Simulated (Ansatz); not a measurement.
## Response to strain in Ir

Base system: Ir in the fcc (Cu type) structure (space group Fm-3m, No. 225; a = 3.872 Å; relaxed with 0.1 eV smearing).

Strains are applied to the cell and any free atomic positions relax.

Calculations: PBE (Ansatz, an electronic-structure program), spin-orbit coupling left out.

Notes on the quantities. energy relative to the base: free energy F.

| case | pressure | volume per atom | energy relative to the base |
|---|---|---|---|
| base | 0.0 GPa | 14.51 Å³ | 0 meV/atom |
| isotropic strain −2.50 % | 31.9 GPa | 13.45 Å³ | +98 meV/atom |
| isotropic strain −2.00 % | (withheld) | 13.65 Å³ | (withheld) |
| isotropic strain −1.00 % | 11.3 GPa | 14.08 Å³ | +15 meV/atom |
| isotropic strain −0.50 % | 5.4 GPa | 14.29 Å³ | +3.6 meV/atom |
| isotropic strain +0.50 % | -5.0 GPa | 14.73 Å³ | +3.5 meV/atom |
| isotropic strain +1.00 % | -9.6 GPa | 14.95 Å³ | +14 meV/atom |
| isotropic strain +2.00 % | -17.7 GPa | 15.40 Å³ | +52 meV/atom |
| isotropic strain +2.50 % | -21.2 GPa | 15.62 Å³ | +80 meV/atom |
| isotropic strain +3.00 % | -24.4 GPa | 15.85 Å³ | +112 meV/atom |

Question: What belongs in the blanks?

Answer: 
- isotropic strain −2.00 %, pressure: 24.5 GPa
- isotropic strain −2.00 %, energy relative to the base: +61 meV/atom

Whether these cells are dynamically stable was not tested. All final runs are without spin polarisation.
